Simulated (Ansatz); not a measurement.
Consider BAs in the zinc blende structure (space group F-43m, No. 216).

```yaml
crystal:
  lattice:
    - [0.00000, 2.39196, 2.39196]
    - [2.39196, 0.00000, 2.39196]
    - [2.39196, 2.39196, 0.00000]
  atoms:
    - { symbol: As, position: [0.25000, 0.25000, 0.25000] }
    - { symbol: B, position: [0.00000, 0.00000, 0.00000] }
```

Computed with plane-wave PAW DFT at the r2SCAN level (Ansatz, a program for electronic structure, 500 eV), no spin-orbit coupling.

Before the change:

| Quantity | Value |
|---|---|
| Density | 5.20 g/cm³ |
| Band gap | 1.38 eV |

One thing is altered: a hydrostatic pressure of 0.7 GPa.

**Question.** Predict the new density and band gap.

**Answer.** The density goes up by 0.03 g/cm³ to 5.23 g/cm³; the band gap hardly moves (1.38 eV against 1.37 eV).

Load acts through the strain it causes; cell and atoms are relaxed under it. Whether these cells are dynamically stable was not tested.
